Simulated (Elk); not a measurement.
Worked example: self-consistent single point of Rb₂Te (Fm-3m, 3 atoms in the cell) in Elk.

Level of theory: LDA (PW92), all-electron FP-LAPW, Elk's shipped species files, APW+lo basis with extra local orbitals (Elk).

The change in words: lattice scaled by 0.98. Reference geometry:
```
Rb2Te
1.0
    0.00000     4.28111     4.28111
    4.28111     0.00000     4.28111
    4.28111     4.28111     0.00000
Rb Te
2 1
Direct
  0.25000   0.25000   0.25000
  0.75000   0.75000   0.75000
  0.00000   0.00000   0.00000
```

Reference input (self-consistent single point, DFT, LDA (PW92), all-electron FP-LAPW, Elk's shipped species files, APW+lo basis with extra local orbitals): rgkmax = 7.5; swidth = 0.000734986 Ha; ngridk = 6 6 6; gmaxvr = 16 1/bohr; nxlo = 2; lorbcnd = true; lmaxi = 2; maxscl = 100. This run's input differs from it in these lines:

```diff
@@ -25,3 +25,3 @@
 scale
-  11.44115171
+  11.21232895
```

Output (repeated stretches shortened):

```
│ Self-consistent loop started │
│ Loop number : 1 │
 total energy                :     -12762.1538874
│ Loop number : 2 │
 total energy                :     -12761.9259111
RMS change in Kohn-Sham potential (target) :   0.1127530902     (  0.1000000000E-05)
Absolute change in total energy (target)   :   0.2279763397     (  0.1000000000E-03)
│ Loop number : 3 │
 total energy                :     -12760.0616244
RMS change in Kohn-Sham potential (target) :   0.9610182208E-01 (  0.1000000000E-05)
Absolute change in total energy (target)   :    1.921280748     (  0.1000000000E-03)
│ Loop number : 4 │
   [... lines left out ...]
Absolute change in total energy (target)   :   0.1175699814E-02 (  0.1000000000E-03)
│ Loop number : 13 │
 total energy                :     -12747.2812477
RMS change in Kohn-Sham potential (target) :   0.1190316730E-05 (  0.1000000000E-05)
Absolute change in total energy (target)   :   0.4101911854E-03 (  0.1000000000E-03)
│ Loop number : 14 │
 total energy                :     -12747.2812851
RMS change in Kohn-Sham potential (target) :   0.1387934666E-06 (  0.1000000000E-05)
Absolute change in total energy (target)   :   0.6517339170E-04 (  0.1000000000E-03)
Convergence targets achieved

│ Loop number : 15 │

Energies :
 Fermi                       :     0.580593112378E-01
 total energy                :     -12747.2813066

Density of states at Fermi energy :   0.1360734814E-06
 (states/Hartree/unit cell)

Estimated indirect band gap :   0.6410869949E-01
 from k-point     13 to k-point      1
Estimated direct band gap   :   0.7386125233E-01
 at k-point      1

Charges :
 core                        :    92.00000000
 valence                     :    34.00000000
 interstitial                :    5.189089683
 muffin-tins (core leakage)
  species :    1 (Rb)
   atom    1                 :    35.39501900     (  0.9285285677E-04)
   atom    2                 :    35.39501900     (  0.9285285677E-04)
  species :    2 (Te)
   atom    1                 :    50.02087232     (  0.4104306407E-03)
 total in muffin-tins        :    120.8109103
 total calculated charge     :    126.0023577
 total charge                :    126.0000000
 error                       :   0.2357704135E-02

│ Self-consistent loop stopped │
```

The run converged in 15 iterations. The count includes the last loop, which Elk runs after its targets are met. Against the reference run the free energy falls by 17.9 meV/atom and the gap on the mesh goes from 1.654 to 1.744 eV.

The starting cell comes from a database of computed structures (which also holds hypothetical and non-ambient phases and stackings), without a prior relaxation at this level. For this run, on top of that: lattice scaled by 0.98. Spin-orbit coupling is off. Values depend on the basis (sphere radii, cutoffs, local orbitals), which need not be converged.
